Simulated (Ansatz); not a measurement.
We consider WMo (model structure, Cmcm, No. 63, 4 atoms in the cell), described by r²SCAN (PAW; Ansatz, a quantum-chemistry and plane-wave program).

The input as run:

Ansatz 0.2 input:
```yaml
crystal:
  lattice:
    - [1.2838238121, -5.2657789288, 0.0]
    - [1.2838238121, 5.2657789288, 0.0]
    - [0.0, 0.0, 4.6624081417]
  atoms:
    - { symbol: W, position: [0.6791561449, 0.3208438551, 0.25] }
    - { symbol: Mo, position: [0.9309908509, 0.0690091491, 0.25] }
    - { symbol: W, position: [0.3208438551, 0.6791561449, 0.75] }
    - { symbol: Mo, position: [0.0690091491, 0.9309908509, 0.75] }
basis:
  ecutwfc: 560
  ecutrho_ratio: 4
  xc_grid: 3
kpoints:
  mp_grid: { grid: [18, 18, 14] }
hamiltonian:
  xc: r2scan
  dispersion: none
  pseudopotentials: { kind: paw }
scf:
  occupations: { method: fermi_dirac, width: 0.05 }
output:
  forces: true
  stress: true
  eigenvalues: true
relax:
  f_tol: 0.004
  escape_saddle: false
  max_steps: 80
  cell: { stress_tol: 0.02, fix: [volume] }
```

Output (set-up and result lines):

```
Relaxation: its limit of steps is 80 (relax.max_steps)
Crystal: 4 atoms, lattice volume = 63.039 Å³
Basis set: ecut = 560 eV, 1885 PW (Γ), FFT grids on a1+a2, a2, a3, exchange–correlation on 60×135×108 points (27 copies of the dense FFT grid, shifted against one another)
Bands: 34, of which v1, the nominal top of the filled ones, is band 28 counted from 1 (27 counted from 0)
Symmetry: 8 space group operations
Space group: Cmcm (ITA 63), of the structure as read, at distance tolerance 4.0e-5 Å
k-points: 728 of 4536
Functional: x = r2scan, c = r2scan; τ floored in thin density (d = 2e-4 eV/Å³)
SCF iter   1: F=—  HF=-30727.913233 eV  |F-HF|=—  |Δ(HF+E_count)|=         —  Δρ=1.57e-2  dr2=2.47e-1  dr2_τ=1.52e-1
SCF iter   2: F=—  HF=-30727.934822 eV  |F-HF|=—  |Δ(HF+E_count)|=   2.16e-2  Δρ=6.55e-3  dr2=1.83e-2  dr2_τ=1.15e-2
  ...
SCF 1 converged in 7 iterations: F = -30727.939719 eV  dr2 = 1.96e-8
Crystal: 4 atoms, lattice volume = 63.039 Å³
Basis set: ecut = 560 eV, 1889 PW (Γ), FFT grids on a1+a2, a2, a3, exchange–correlation on 60×135×108 points (27 copies of the dense FFT grid, shifted against one another)
Initial density: handed on by an earlier stage of this run
SCF 2 converged in 6 iterations: F = -30727.939800 eV  dr2 = 5.07e-8
Crystal: 4 atoms, lattice volume = 63.039 Å³
SCF 3 converged in 5 iterations: F = -30727.940163 eV  dr2 = 2.06e-7
Crystal: 4 atoms, lattice volume = 63.039 Å³
SCF 4 converged in 5 iterations: F = -30727.940170 eV  dr2 = 6.89e-9
Crystal: 4 atoms, lattice volume = 63.039 Å³
SCF 5 converged in 5 iterations: F = -30727.940172 eV  dr2 = 7.61e-10
Crystal: 4 atoms, lattice volume = 63.039 Å³
SCF iter   4: F=—  HF=-30727.940168 eV  |F-HF|=—  |Δ(HF+E_count)|=  3.27e-11  Δρ=1.66e-7  dr2=8.73e-12  dr2_τ=4.69e-12
SCF iter   5: F=-30727.940168 eV  HF=-30727.940168 eV  |F-HF|=0.00e0  |Δ(HF+E_count)|=  4.37e-11  Δρ=4.65e-8  dr2=1.68e-12  dr2_τ=2.73e-13
SCF 6 converged in 5 iterations: F = -30727.940168 eV  dr2 = 1.68e-12
SCF converged after 5 iterations
Free energy (F): -30727.940168 eV
Internal energy: -30727.913660 eV  (E = F + TS)
E sigma→0 (E₀):  -30727.926914 eV
Fermi energy:    21.615672 eV
--- Forces (eV/Å), atoms counted from 1 ---
  atom   1  W      0.00000000     0.00029467     0.00000000
  atom   2  Mo    -0.00000000     0.00077817    -0.00000000
  atom   3  W     -0.00000000    -0.00029467    -0.00000000
  atom   4  Mo     0.00000000    -0.00077817     0.00000000
--- Stress (GPa, compression-positive) ---
        5.661674      -0.000000       0.000000
       -0.000000       5.651801      -0.000000
        0.000000      -0.000000       5.651133
  P = ⅓ Tr σ = 5.6549 GPa (56.549 kbar)
```

The cell is one volume of an energy–volume scan, off the minimum.

The PAW data were made under PBE.

Note: the run has no spin polarisation, so it can have missed a magnetic state. Note: the relaxation could raise the start's symmetry but not lower it, so the cell can be a saddle point.

It cost about 12 core-minutes (a rough figure) of CPU time.

A model structure was made by putting elements into a prototype or built by hand; it is no filed structure, need not be a known phase, and can be a saddle point held by its symmetry.
